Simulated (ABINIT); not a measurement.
**Equation of state of fcc Al (space group 225): energy against volume (ABINIT, LDA)**

```
Al
1.0
    0.00000     1.94624     1.94624
    1.94624     0.00000     1.94624
    1.94624     1.94624     0.00000
Al
1
Cartesian
  0.00000   0.00000   0.00000
```

Computed with LDA (PW92), norm-conserving pseudopotentials (PseudoDojo nc-sr-04 LDA standard) (plane waves; ABINIT). Settings: pseudos = [Al.upf]; ecut = 29 Ha; occopt = 3; tsmear = 0.00183747 Ha; ngkpt = 25 25 25; nshiftk = 1; shiftk = 0 0 0; potentials = PseudoDojo nc-sr-04 LDA standard; nband = 7; kptopt = 1; nstep = 50; tolvrs = 1e-11. The cell above is the first row's. The rows scale it uniformly. In all rows the k mesh is held. E is the free energy at the stated smearing, counted from the lowest row.

| V (Å^3/atom) | E (meV/atom) |
|---|---|
| 14.744 | 18.74 |
| 15.065 | 8.31 |
| 15.385 | 2.21 |
| 15.706 | 0.00 |
| 16.026 | 1.26 |
| 16.347 | 5.64 |
| 16.667 | 12.78 |
| 16.988 | 22.38 |
| 17.308 | ? |

The 8 complete rows are fitted with the third-order Birch-Murnaghan form, a cubic in V^(-2/3), E against V. With u = V^(-2/3) - 0.159, the rows have u = 0.007312, 0.004941, 0.002660, 0.000449, -0.001680, -0.003747, -0.005740, -0.007677. Least squares gives E = -0.004 - 143.78·u + 365912·u² + 610697·u³. Residuals (row less fit): -0.007, 0.018, -0.004, -0.005, -0.007, 0.000, 0.018, -0.009; standard error 0.015 (degrees of freedom: 4). Its minimum lies at u = 0.000196, so V0 = (0.159196)^(-3/2) = 15.74. There d²E/du² = 732500 and d³E/du³ = 3664000, so B0 = (4/9) × 15.74^(-7/3) × 732500 × 0.160218 = 84.0 GPa (the last factor turns the table's units into GPa), and B0' = 4 + (2/3) × 0.159196 × (3664000)/732500 = 4.5. The program's pressures in the fitted runs (not shown) pass through zero at V = 15.74, 0.00 % from this V0.

Predict the withheld E at V = 17.308 from the fit, and compare with the calculation.

u = -0.009548, so E = -0.004 - 143.78 × (-0.009548) + 365912 × (-0.009548)² + 610697 × (-0.009548)³ = 34.195 meV/atom. The calculation gives 34.15 meV/atom, 0.045 meV/atom below the prediction (0.1 % of the range of E in the table). The row lies outside the fitted rows, so this is an extrapolation. From the scatter of the fitted rows alone, a prediction at this place has a standard error of 0.036 meV/atom, so the miss is 1.3 times that.

Carrying the step between the two nearest rows on in a straight line would have given 31.95, off by 2.20; series whose last step already gives the withheld value aren't shown. The scan was laid around a cell of about the measured size, scaled by a guess for this functional. Cutoffs and mesh are single choices, not tested for convergence of this quantity. Series with a scatter that would blur these digits, or in which a gap closes, are not shown. Nor are scans whose minimum lies at an end fitted in this form.
